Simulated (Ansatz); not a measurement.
A self-consistent single point of KSc2 (Fd-3m, 6 atoms in the cell) with Ansatz (a quantum-chemistry and plane-wave program).

Computed with LDA (PW92), default PAW files made with PBE (plane waves; Ansatz).

The change in words: lattice scaled by 0.985. Reference geometry:
```
KSc2
1.0
    0.00000     4.52342     4.52342
    4.52342     0.00000     4.52342
    4.52342     4.52342     0.00000
Sc K
4 2
Cartesian
  1.13086   1.13086   1.13086
  1.13086   3.39257   3.39257
  3.39257   1.13086   3.39257
  3.39257   3.39257   1.13086
  6.78513   6.78513   6.78513
  4.52342   4.52342   4.52342
```

Reference input (self-consistent single point, DFT, LDA (PW92), plane waves, default PAW files made with PBE): basis.ecutwfc = 420 eV; kpoints.mp_grid.grid = 9 9 9; hamiltonian.xc = lda; hamiltonian.pseudopotentials = {kind: paw} (the program's default PAW files); scf.occupations.method = cold; scf.occupations.width = 0.1 eV. This run's input differs from it in these lines:

```diff
@@ -2,5 +2,5 @@
   lattice:
-    - [0.000000, 4.523421, 4.523421]
-    - [4.523421, 0.000000, 4.523421]
-    - [4.523421, 4.523421, 0.000000]
+    - [0.000000, 4.455570, 4.455570]
+    - [4.455570, 0.000000, 4.455570]
+    - [4.455570, 4.455570, 0.000000]
   atoms:
```

The program printed (abridged):

```
SCF iter   1: F=—  HF=-11344.292589 eV  |F-HF|=—  |Δ(HF+E_count)|=         —  Δρ=5.10e-3  dr2=2.00e-2  ethr=1.77e-3  ⟨swp⟩=7.6  Hψ=5911  notcnv=0
all-band conjugate gradients solve this SCF's bands
preconditioner: auto → Kerker (q_TF=auto, 2.291 Å⁻¹)
SCF iter   2: F=—  HF=-11344.300883 eV  |F-HF|=—  |Δ(HF+E_count)|=   8.29e-3  S|Δr|=    0.00e0  Δρ=2.83e-3  dr2=6.59e-3  ethr=3.22e-5  ⟨swp⟩=1.9  Hψ=1723  notcnv=0
   [... lines left out ...]
SCF iter   6: F=—  HF=-11344.301809 eV  |F-HF|=—  |Δ(HF+E_count)|=   1.11e-4  S|Δr|=    0.00e0  Δρ=3.31e-5  dr2=3.95e-6  ethr=1.09e-8  ⟨swp⟩=2.2  Hψ=2291  notcnv=0
SCF iter   7: F=—  HF=-11344.301808 eV  |F-HF|=—  |Δ(HF+E_count)|=   7.50e-7  S|Δr|=    0.00e0  Δρ=1.40e-5  dr2=7.03e-7  ethr=6.36e-9  ⟨swp⟩=2.0  Hψ=1537  notcnv=0
SCF iter   8: F=-11344.301808 eV  HF=-11344.301808 eV  |F-HF|=6.16e-8  |Δ(HF+E_count)|=   1.62e-7  S|Δr|=    0.00e0  Δρ=4.89e-6  dr2=8.31e-8  ethr=1.61e-10  ⟨swp⟩=3.5  Hψ=4529  notcnv=0
SCF 1 converged in 8 iterations: F = -11344.301808 eV  dr2 = 8.31e-8
Stability not checked (fill_not_monotonic)
Free energy (F): -11344.301808 eV
Internal energy: -11344.276943 eV  (E = F + TS)
E sigma→0 (E₀):  -11344.293520 eV
Entropy (-TS):   -0.024864 eV (-4.144 meV/atom)
Fermi energy:    7.119626 eV
--- Forces (eV/Å), atoms counted from 1 ---
  atom   1  Sc     0.00000000    -0.00000000    -0.00000000
   [... zero for the other atoms too ...]
--- Stress (GPa, compression-positive) ---
        2.039578       0.000000      -0.000000
        0.000000       2.039578       0.000000
        0.000000       0.000000       2.039578
  P = ⅓ Tr σ = 2.0396 GPa (20.396 kbar)
  The stress holds the Pulay correction. Without it, at fixed plane waves, as pw.x and ABINIT print it: P = 2.0331 GPa
```

The run converged in 8 iterations. Against the reference run the free energy rises by 11.2 meV/atom and the pressure goes from 0.63 to 2.04 GPa.

The starting cell was generated: these elements placed on a structure prototype, without a prior relaxation; it need not be a known phase or ordering of this composition. For this run, on top of that: lattice scaled by 0.985. Ansatz's pressure includes its estimate of the finite-basis (Pulay) stress.

Keys are those of Ansatz 0.2.
